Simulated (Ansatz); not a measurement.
Ansatz (a first-principles code), DFT, PBE, plane waves, its default PAW files: fcc Cu, atoms displaced (Cu108), 108 atoms. Basis and mesh were picked for this test and aren't claimed converged.

Ansatz 0.2 input:
```yaml
crystal:
  lattice:
    - [10.845, 0.0, 0.0]
    - [0.0, 10.845, 0.0]
    - [0.0, 0.0, 10.845]
  atoms:
    - { symbol: Cu, position: [0.995811, 0.999229, 0.998763] }
    - { symbol: Cu, position: [0.004162, 0.164389, 0.170055] }
    - { symbol: Cu, position: [0.163927, 0.999242, 0.168312] }
    - { symbol: Cu, position: [0.165845, 0.170081, 0.002451] }
    - { symbol: Cu, position: [0.999948, 0.004384, 0.330739] }
    - { symbol: Cu, position: [0.000975, 0.169196, 0.500797] }
    - { symbol: Cu, position: [0.170353, 0.998683, 0.497089] }
... (98 lines of coordinates left out) ...
    - { symbol: Cu, position: [0.665656, 0.834273, 0.831414] }
    - { symbol: Cu, position: [0.833243, 0.667195, 0.833224] }
    - { symbol: Cu, position: [0.837816, 0.831571, 0.667794] }
kpoints:
  mp_grid: { grid: [2, 2, 2] }
hamiltonian:
  xc: pbe
  pseudopotentials: { kind: paw }
scf:
  occupations: { method: fermi_dirac, width: 0.1 }
output:
  forces: true
```

The program reports k-points after symmetry: 8, bands at the start: 1134, electrons: 2052, plane waves at Γ: 24885, cutoff (eV): 420, FFT grid: 75×75×75, symmetry operations: 1.

Machine: one whole node with four NVIDIA GB200 cards and two Grace (Neoverse V2) sockets of 72 cores, of which 136 in all may be used; each card has its host threads on the socket beside it.

Times are medians of repeated runs, from launch to exit, start-up of the cards included. No other job ran on the node; its own services took about 4 cores, and under one core (or 1.5 %) of those that a run was pinned to. Processes are pinned to neighbouring cores unless said otherwise. The times hold for this build (release build for Arm (Neoverse V2), with CUDA, one process with threads). Scratch files lie in a memory file system.

Ways to run it, which agree within 1.0 meV/atom in energy, 10 meV/Å in forces (largest component):
- 2 cards, 64 host threads
- 1 card, 32 host threads
- 68 CPU threads, no card
- 4 cards, 128 host threads
- 1 card, 4 host threads
- 1 card, 8 host threads
- 1 card, 16 host threads

**Question.** Which way ends soonest, how much does a card gain over the cores, and do more cards pay?

**Answer.** Soonest: 1 card, 32 host threads, 2.9 s. Against it these are level within 8 % or the scatter of repeats: 1 card, 16 host threads; 2 cards, 64 host threads; 1 card, 8 host threads; 1 card, 4 host threads. One card with 32 host threads against the best run on cores (68 CPU threads, no card, 32 s): 11× as fast. The job has 8 k-points to share out. 2 cards against one: level within 8 % or the scatter of repeats. 4 cards against one: 1.7× as long. With 4 host threads in place of 32: level within 8 % or the scatter of repeats.

```csv
way,wall time,repeats,SCF iterations
"1 card, 32 host threads",2.9 s,5 runs within 4 %,7
"1 card, 16 host threads",2.9 s,5 runs within 3 %,7
"2 cards, 64 host threads",2.9 s,5 runs within 5 %,7
"1 card, 8 host threads",3.0 s,5 runs within 4 %,7
"1 card, 4 host threads",3.1 s,5 runs within 4 %,7
"4 cards, 128 host threads",4.8 s,3 runs within 4 %,7
"68 CPU threads, no card",32 s,3 runs within 1 %,7
```

1 further setting of this study gave no repeated timing (cut by our limit, run once, or disturbed).
